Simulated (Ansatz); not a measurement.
Ir in the fcc (Cu type) structure (space group Fm-3m, No. 225)

```xyz
1
Lattice="0.0000 1.9056 1.9056 1.9056 0.0000 1.9056 1.9056 1.9056 0.0000" Properties=species:S:1:pos:R:3 pbc="T T T"
Ir     0.0000     0.0000     0.0000
```

Method: plane-wave PAW DFT at the LDA level (Ansatz, a first-principles code, 420 eV), scalar-relativistic without spin-orbit coupling. k-mesh 21×21×21 (Γ-centred); smearing 0.05 eV (Fermi–Dirac).

| Property | Result |
|---|---|
| Volume per atom | 13.84 Å³ |
| Density | 23.06 g/cm³ |
| Band gap | zero |
| Total energy | -11663.394 eV/atom (σ→0; compares only within this code and set-up) |

No phonon test of stability was made. The final runs are not spin-polarised.
